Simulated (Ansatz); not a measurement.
# SiO2: pressure series

Take SiO₂ in the rutile structure (space group P4_2/mnm, No. 136) as the base.

```
SiO2
1.0
    4.18519     0.00000     0.00000
    0.00000     4.18519     0.00000
    0.00000     0.00000     2.66884
Si O
2 4
Direct
  0.00000   0.00000   0.00000
  0.50000   0.50000   0.50000
  0.30610   0.30610   0.00000
  0.80610   0.19390   0.50000
  0.19390   0.80610   0.50000
  0.69390   0.69390   0.00000
```

Cell and atoms are relaxed at each pressure.

The values are results of plane-wave PAW DFT at the r2SCAN level (Ansatz, a first-principles code, 500 eV), without spin-orbit coupling, not measurements.

```
pressure (GPa)  band gap (eV)
--------------  -------------
-2                       6.41
-1                       6.46
0                        6.51
3                        6.67
7                           ?
15                       7.26
```

**Question.** Fit E_g = E₀ + αP + βP² to the rows shown and predict the withheld row.

**Answer.** Least squares on the printed values gives E₀ = 6.51 eV, α = 52.2 meV/GPa, β = -0.16 meV/GPa² (largest residual 0.00 eV); this predicts 6.87 eV, and the run gives 6.87 eV, in agreement.

Load acts through the strain it causes; cell and atoms are relaxed under it. Stability against distortions was not tested. Competing high-pressure phases were not computed.
